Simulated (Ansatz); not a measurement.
The starting structures come from a database of crystals and need not be the phases stable at ambient conditions.

 Where the default PAW files enter, the runs use the earlier of Ansatz's two default sets.

By PBEsol, the system below comes out a metal.

A figure of merit of an interconnect metal is its ballistic conductance per area.

Consider the following.

```xyz
9
Lattice="4.6787 0.0000 0.0000 -2.3394 4.0519 0.0000 0.0000 0.0000 6.4523" Properties=species:S:1:pos:R:3 pbc="T T T"
V     -1.1697     2.0260     0.0000
V      2.3394     0.0000     2.1508
V      1.1697     2.0260     4.3016
Ge     1.1654     0.6729     0.0000
Ge     0.0000     1.3457     2.1508
Ge     3.5133     0.6729     4.3016
Ge     1.1739     3.3791     0.0000
Ge     2.3394     2.7062     2.1508
Ge    -1.1739     3.3791     4.3016
```

Space group of this cell: P6_222. The cell is strained (all lengths scaled by 0.98); by PBEsol its mean pressure is 7.5 GPa.

The current flows along the normal of the first two printed cell vectors, the (001) plane of the conventional cell. No spin-orbit coupling; the value is a mean over 0.1 eV about the Fermi level.

Problem. Give the ballistic conductance per area that PBEsol (Ansatz, a quantum-chemistry and plane-wave program) yields.

Solution. 0.48 × 10¹⁵ S/m² for both spins.
